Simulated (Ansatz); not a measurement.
# O vacancy + Al on the Hf site + Al on the Hf site in metastable polar orthorhombic HfO2

All values below come from PBE, PAW (plane waves to 420 eV; Ansatz, a quantum-chemistry and plane-wave program). The supercell holds 96 host sites (2×2×2 repeats of a cell of 12 atoms), with a 2×2×2 shifted k-point sampling for the final energies. Sites at the start: the O(1) site; Hf 2.04 Å away; Hf 2.16 Å away. Finite-size correction: monopole term and site-potential alignment. Dielectric constants: PBE linear response of the host. Host gap at this level: 4.36 eV. A cell of this size leaves errors of a few tenths of an eV. The semilocal functional narrows the gap, so deep levels can fall outside it. Spin–orbit coupling is left out, which matters for these heavy elements. Each state is the lowest found from its start.

Formation energies E_f are given with the Fermi level at the valence-band maximum. Chemical conditions: O-rich (Δμ(Hf) = -10.30 eV, Δμ(O) = 0.00 eV, Δμ(Al) = -7.45 eV, bounded by corundum; only phases computed here count, gases as isolated molecules at 0 K). Reference phases: Al: fcc Al, Hf: hcp Hf, O: O2 molecule in a box.

The name describes the start; the neighbours show where the atoms ended.

Charges with a result: +1, 0, −1. Others weren't obtained, and one of them could lie lower, also by skipping a charge.

```
charge         moment (μB)  point group  largest move off a lattice site (Å)  neighbours of the last Al atom of the defect at the end (Å)  image correction with alignment (eV)  E_f, O-rich (eV)
------  ------------------  -----------  -----------------------------------  -----------------------------------------------------------  ------------------------------------  ----------------
+1†                    1.0            –                                 0.61                       O 1.85, O 1.88, O 1.91, O 1.91, O 1.94                                 -0.70                 –
0       not spin-polarised           C1                                 0.60                       O 1.84, O 1.88, O 1.91, O 1.92, O 1.94                                  0.00              2.83
−1†                    1.0            –                                 0.52      O 1.93, O 1.93, O 1.95, O 1.96, O 1.98, O 2.92, Hf 3.12                                  0.78                 –
```

† Not settled in this cell, so no level is given: charge +1: a large or scattered potential alignment, level within 0.1 eV of a band edge or past it; charge −1: a large or scattered potential alignment.

Point groups are those of the whole cell at tolerances of 0.03 and 0.1 Å ("near" where only the looser one holds); none is given for unsettled states.

Flagged in the runs: a host whose relaxation on this sampling wasn't shown to rest.

All states together cost very roughly 8 core-hours.
